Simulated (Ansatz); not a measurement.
Cost and result by functional for the surface energy of the (110) surface of tetragonal MoSi2 in its 1x1 cell (cut with top plane Mo + 2 Si, bottom plane Mo + 2 Si), outermost plane spacing 2.27 Å in the ideal cut, in Ansatz (plane waves, PAW). Single points on the PBE structure, on one kind of machine; costs are rough ratios of the slab run's core time (references not counted) to the cheapest single point. r2SCAN's cost holds its higher cutoff (500 against 420 eV). Differences are taken against r2SCAN for comparison alone: no measured value is at hand, so the table doesn't rank accuracy.

Slab: 18 atoms, Mo6Si12, 11.4 Å thick at the start; k 10x10x1, smearing 0.1 eV, dipole-corrected; all atoms relaxed; symmetry of the start imposed; no spin, no spin-orbit, no U. These notes are the PBE run's.

```
functional                     relative cost  surface energy (J/m²)  less r2SCAN (J/m²)
-----------------------------  -------------  ---------------------  ------------------
PBEsol                                     1                   2.43                0.14
RPBE                                       1                   2.01               -0.29
LDA                                        1                   2.50                0.21
r2SCAN                                     2                   2.29                0.00
PBE (the relaxed run's value)              –                   2.16               -0.13
```

The values span 0.50 J/m², while the single points' costs differ by a factor of roughly 2. Differences are of unrounded values.

Ansatz is an electronic-structure program.
